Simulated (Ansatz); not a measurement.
# Electron-phonon data for V (Im-3m)

Here is the system:

```
V
1.0
   -1.46740     1.46740     1.46740
    1.46740    -1.46740     1.46740
    1.46740     1.46740    -1.46740
V
1
Direct
  0.00000   0.00000   0.00000
```

The numbers are results of PBEsol, DFPT electron-phonon coupling, linearised Boltzmann equation (plane waves, PAW, scalar-relativistic; Ansatz, a quantum-chemistry and plane-wave program), not measurements. Condition of this run: hydrostatic pressure 5 GPa (the target of the relaxation). Geometry: relaxed with this functional, without spin-orbit coupling, then loaded as said.

```json
{
  "resistivity at 300 K": "22 μΩ·cm",
  "electron mean free path at 300 K (weighted by the current that each state carries)": "1.74 nm",
  "resistivity times mean free path for one path shared by all states (from the Fermi surface's area)": "3.3 ×10⁻¹⁶ Ω·m²",
  "electron-phonon coupling λ": "1.51",
  "transport coupling λ_tr": "1.44",
  "logarithmic_mean_phonon_energy": "17.0 meV",
  "density of states at the Fermi level": "0.82 states/(eV·spin·cell)",
  "drude_plasma_energy": "8.6 eV",
  "Hall coefficient at 300 K": "6.4 ×10⁻¹¹ m³/C",
  "Tc for μ* = 0.10 (anisotropic Eliashberg)": "26 K",
  "Tc for μ* = 0.13 (anisotropic Eliashberg)": "23 K"
}
```

A metal at this level (no band gap). Only scattering by harmonic phonons is included (no impurities, grain boundaries, electron-electron scattering or thermal expansion). Spin-orbit coupling is left out. Values near or above 100 μΩ·cm, or paths under about 2 nm, lie near resistivity saturation, where the Boltzmann equation overshoots. Spin fluctuations, which work against superconductivity with these elements, are left out. For metals of groups 4 to 10, Tc at these values of μ* can lie well above the measured one. The self-energy correction of the phonons between q points moved λ by 3 %. The run warned that the eigensolver left some states short of its tolerance. Halving the electron mesh (40x40x40) moves the resistivity by up to 2 % at 300 K, the mean free path by up to 4 %, the coupling by up to 3 %, Tc by up to 3 %. Smearing 0.20 eV; phonons on a 7x7x7 q mesh, which this run doesn't test and which matters most at low temperature. Tc comes from the anisotropic Migdal-Eliashberg equations with μ*, a chosen number, referred to 21 meV.

Treated as nonmagnetic (a ferromagnetic start lost its moment, other orders weren't tried): V (Im-3m).
